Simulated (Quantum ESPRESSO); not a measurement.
**Equation of state of CsCl-type AuZn (space group 221): energy against volume (Quantum ESPRESSO, PBE)**

```
CELL_PARAMETERS angstrom
      3.09399     0.00000     0.00000
      0.00000     3.09399     0.00000
      0.00000     0.00000     3.09399
ATOMIC_POSITIONS crystal
  Zn 0.50000 0.50000 0.50000
  Au 0.00000 0.00000 0.00000
```

Method of the run: PBE, PSlibrary PAW (PBE) pseudopotentials (plane waves; Quantum ESPRESSO). Settings: ecutwfc = 65 Ry; ecutrho = 585 Ry; occupations = smearing; smearing = fd; degauss = 0.0036749 Ry; potentials = {Zn: Zn.pbe-dn-kjpaw_psl.1.0.0.UPF, Au: Au.pbe-n-kjpaw_psl.1.0.0.UPF}; K_POINTS = automatic 18 18 18 0 0 0; conv_thr = 1e-10 Ry; mixing_beta = 0.3. The cell above is the first row's. The rows scale it uniformly. In all rows fractional positions and the k mesh are held. E is the free energy at the stated smearing, counted from the lowest row.

| V (Å^3/atom) | E (meV/atom) |
|---|---|
| 14.809 | 52.10 |
| 15.131 | 29.12 |
| 15.453 | 13.34 |
| 15.775 | 3.89 |
| 16.097 | 0.00 |
| 16.419 | 1.00 |
| 16.741 | 6.29 |
| 17.063 | 15.32 |
| 17.385 | ? |

Q: Using the third-order Birch-Murnaghan form, a cubic in V^(-2/3), estimate the missing E at V = 17.385 from the other rows, showing the fit.

A: With u = V^(-2/3) - 0.158, the rows have u = 0.007825, 0.005464, 0.003185, 0.000984, -0.001143, -0.003201, -0.005192, -0.007121. Least squares gives E = 1.463 + 1913.28·u + 561322·u² + 2708267·u³. Residuals (row less fit): -0.002, 0.003, 0.002, -0.002, -0.005, -0.001, 0.008, -0.004; standard error 0.006 (degrees of freedom: 4). Its minimum lies at u = -0.001726, so V0 = (0.156274)^(-3/2) = 16.19. There d²E/du² = 1095000 and d³E/du³ = 1.625e7, so B0 = (4/9) × 16.19^(-7/3) × 1095000 × 0.160218 = 118 GPa (the last factor turns the table's units into GPa), and B0' = 4 + (2/3) × 0.156274 × (1.625e7)/1095000 = 5.5. The program's pressures in the fitted runs (not shown) pass through zero at V = 16.17, 0.08 % from this V0. At the withheld row, u = -0.008990, so E = 1.463 + 1913.28 × (-0.008990) + 561322 × (-0.008990)² + 2708267 × (-0.008990)³ = 27.661 meV/atom. The calculation gives 27.64 meV/atom, 0.021 meV/atom below the prediction (under 0.05 % of the range of E in the table). The row lies outside the fitted rows, so this is an extrapolation. From the scatter of the fitted rows alone, a prediction at this place has a standard error of 0.014 meV/atom, so the miss is 1.5 times that.

Carrying the step between the two nearest rows on in a straight line would have given 24.35, off by 3.29; series whose last step already gives the withheld value aren't shown. The scan was laid around a cell of about the measured size, scaled by a guess for this functional. The runs keep the symmetry of the cell, so they don't test it for distortions. Spin-orbit coupling is off. Cutoffs and mesh are single choices, not tested for convergence of this quantity. Series with a scatter that would blur these digits, or in which a gap closes, are not shown. Nor are scans whose minimum lies at an end fitted in this form.
